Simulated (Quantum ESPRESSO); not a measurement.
Worked example: self-consistent single point of SnPt (P1, 4 atoms in the cell) in Quantum ESPRESSO.

Level of theory: LDA (PZ), GBRV 1.5 ultrasoft (LDA) pseudopotentials (plane waves; Quantum ESPRESSO 7.5).

The change in words: lattice scaled by 0.98. Reference geometry:
```yaml
crystal:
  lattice:
    - [4.14407, 0.00000, 0.00000]
    - [-2.07204, 3.58887, 0.00000]
    - [0.00000, 0.00000, 5.47558]
  atoms:
    - { symbol: Sn, position: [0.65688, 0.32776, 0.74414] }
    - { symbol: Sn, position: [0.33283, 0.67882, 0.25132] }
    - { symbol: Pt, position: [0.99530, 0.98717, 0.49710] }
    - { symbol: Pt, position: [0.01498, 0.00625, 0.00744] }
```

Reference input (self-consistent single point, DFT, LDA (PZ), plane waves, GBRV 1.5 ultrasoft (LDA) pseudopotentials): ecutwfc = 40 Ry; ecutrho = 320 Ry; occupations = smearing; smearing = fd; degauss = 0.0073499 Ry; potentials = {Sn: sn_lda_v1.4.uspp.F.UPF, Pt: pt_lda_v1.4.uspp.F.UPF}; K_POINTS = automatic 5 5 4 0 0 0; conv_thr = 1e-10 Ry; mixing_beta = 0.4. This run's input differs from it in these lines:

```diff
@@ -33,5 +33,5 @@
 CELL_PARAMETERS angstrom
-   4.14407000     0.00000000     0.00000000
-  -2.07203500     3.58887000     0.00000000
-   0.00000000     0.00000000     5.47558000
+   4.06118900     0.00000000     0.00000000
+  -2.03059400     3.51709300     0.00000000
+   0.00000000     0.00000000     5.36606800
```

Output, abridged:

```
     Self-consistent Calculation

     iteration #  1     ecut=    40.00 Ry     beta= 0.40

     negative rho (up, down):  3.448E-01 0.000E+00

     total energy              =    -737.93386702 Ry
     estimated scf accuracy    <       6.24420039 Ry

     iteration #  2     ecut=    40.00 Ry     beta= 0.40

     negative rho (up, down):  3.467E-01 0.000E+00

     total energy              =    -739.36843626 Ry
     estimated scf accuracy    <       1.18886843 Ry

     iteration #  3     ecut=    40.00 Ry     beta= 0.40

     negative rho (up, down):  3.413E-01 0.000E+00

     total energy              =    -739.54807253 Ry
     estimated scf accuracy    <       0.04461597 Ry

   [... 8 blocks of this kind left out ...]

     iteration # 12     ecut=    40.00 Ry     beta= 0.40

     negative rho (up, down):  3.387E-01 0.000E+00

     total energy              =    -739.56387032 Ry
     estimated scf accuracy    <          2.1E-10 Ry

     iteration # 13     ecut=    40.00 Ry     beta= 0.40

     negative rho (up, down):  3.387E-01 0.000E+00
     End of self-consistent calculation

     the Fermi energy is    16.5807 ev

!    total energy              =    -739.56387032 Ry
     estimated scf accuracy    <          2.8E-11 Ry
     smearing contrib. (-TS)   =      -0.00326362 Ry
     internal energy E=F+TS    =    -739.56060671 Ry

     convergence has been achieved in  13 iterations

     negative rho (up, down):  3.387E-01 0.000E+00

     Forces acting on atoms (cartesian axes, Ry/au):

     atom    1 type  1   force =     0.01749906    0.00456603    0.01104669
     atom    2 type  1   force =     0.02231739   -0.02175740   -0.00415061
     atom    3 type  2   force =    -0.01623057    0.01421363    0.02992546
     atom    4 type  2   force =    -0.02358588    0.00297774   -0.03682154

     Total force =     0.068700     Total SCF correction =     0.000008

     negative rho (up, down):  3.387E-01 0.000E+00
          total   stress  (Ry/bohr**3)                   (kbar)     P=       42.48
   0.00037302  -0.00001610  -0.00000067           54.87       -2.37       -0.10
  -0.00001610   0.00018397  -0.00001280           -2.37       27.06       -1.88
  -0.00000067  -0.00001280   0.00030940           -0.10       -1.88       45.51

   JOB DONE.
```

The run converged in 13 iterations. Against the reference run the free energy drops by 2.1 meV/atom, the pressure goes from -5.17 to 4.25 GPa and the largest force goes from 0.843 to 1.127 eV/Å. The full log also holds: “c_bands:  1 eigenvalues not converged”.

The starting cell comes from a database of computed structures (which also holds hypothetical and non-ambient phases and stackings), without a prior relaxation at this level. Its atoms were displaced at random from the sites of space group no. 194. For this run, on top of that: lattice scaled by 0.98. Spin-orbit coupling is off. Spin polarisation is off. With a pressure of about 4 GPa the cell is away from its equilibrium volume at this level. Forces in this geometry exceed 1 eV/Å.

Cost on one core of a shared machine: roughly 2 min.
